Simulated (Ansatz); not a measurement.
AlN (P6_3mc), r2SCAN, rigid bands in Ansatz (a quantum-chemistry and plane-wave program): Condition of this run: functional r2SCAN on the same cell. band gap 4.82 eV, N_c = 4.42e18 cm⁻³ and N_v = 6.09e19 cm⁻³ at 300 K, conductivity masses along y (a = (3.11, 0.00, 0.00) Å; b = (-1.56, 2.70, 0.00) Å; c = (0.00, 0.00, 4.98) Å) of 0.317 mₑ (electrons) and 3.65 mₑ (holes). Take k_BT = 0.02585 eV.

Question: A film of it is 8 nm thick, with its normal along the direction named. Estimate the confinement energies in an infinite well.

Answer: ħ²π²/(2m t²) = 0.376 eV·nm²/(m/mₑ × t²) gives 18.5 meV for electrons and 1.61 meV for holes, so the gap would widen to about 4.84 eV. Finite barriers and nonparabolic bands lower this, and with several valleys or bands the heaviest mass along the normal sets the lowest level, not this average.

Question: Find the intrinsic carrier density and the intrinsic Fermi level.

Answer: n_i = √(N_c N_v) exp(−E_g/2k_BT) = 1.64e19 × exp(−93.22) = 5.4e-22 cm⁻³. The level lies (k_BT/2) ln(N_v/N_c) = 34 meV from mid-gap (positive towards the conduction band). Each 0.1 eV added to the gap lowers n_i by a factor of 6.9.

Question: What thermal injection velocity √(2k_BT/πm) limits a ballistic channel along the direction named?

Answer: 9.56e6 cm/s for electrons and 2.82e6 cm/s for holes, a ratio of √(m_h/m_e) = 3.39, for dilute carriers.

Rigid, parabolic bands with the computed gap; masses take one relaxation time for all states. Spin-orbit coupling is left out; where it splits the top of the valence band, N_v and the p-type Seebeck coefficient come out somewhat high without it. Geometry: cell and atoms relaxed with PBEsol.
